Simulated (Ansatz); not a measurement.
## YOF: electrons 3.0×10^21 cm⁻³

Consider YOF (space group P4/nmm, No. 129; a = 3.811 Å, c = 5.421 Å; a cell from a computed database, its experimental status unchecked).

Perturbation: electron doping at 3.0×10^21 cm⁻³ (0.236 per cell), with a uniform compensating background at fixed cell and a 300 K Fermi–Dirac width.

Method: plane-wave PAW DFT at the PBEsol level (Ansatz, an electronic-structure program, 420 eV), scalar-relativistic without spin-orbit coupling. k-mesh 12×12×9 (Γ-centred); smearing 0.0259 eV (Fermi–Dirac).

Gap between the host's bands: 4.91 eV (base 5.03 eV)
Gap character: indirect, A–Z (53 % along) → Γ (base indirect, A–Z (53 % along) → Γ)
Fermi level relative to the doped band's edge (positive inside the band; to 0.05 eV): +0.35 eV

Charged cell with a jellium background: band edges are those of the host's band count, energies are not comparable with the neutral cell, and many-body gap narrowing is missing. Whether these cells are dynamically stable was not tested.
